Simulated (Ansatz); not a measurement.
Lu3InN (Pm-3m), Ansatz (a quantum-chemistry and plane-wave program) with PBEsol, DFPT electron-phonon coupling, linearised Boltzmann equation: phonon-limited resistivity 20.9 μΩ·cm at 300 K, current-weighted mean free path 10.8 nm, Drude plasma energy 3.38 eV.

Task: What is the classical skin depth at 100 GHz (nonmagnetic, μ₀ = 1.257×10⁻⁶ H/m)?

Result: δ = √(ρ/(π f μ₀)) = 728 nm.

Task: What Drude relaxation time do resistivity and plasma energy imply?

Result: ω_p = 5.14e15 s⁻¹, so τ = 1/(ε₀ ω_p² ρ) = 20.5 fs, a damping ħ/τ of 32.1 meV.

A metal at this level (no band gap). Only scattering by harmonic phonons is included (no impurities, grain boundaries, electron-electron scattering or thermal expansion). Spin-orbit coupling is left out, which matters with elements this heavy. Halving the electron mesh (20x20x20) moves the resistivity by up to 2 % at 300 K, the mean free path by up to 2 %. Smearing 0.20 eV; phonons on a 3x3x3 q mesh, which this run doesn't test.

Formula and space group known from diffraction (Crystallography Open Database), not checked to be the room-temperature form: Lu3InN (Pm-3m).
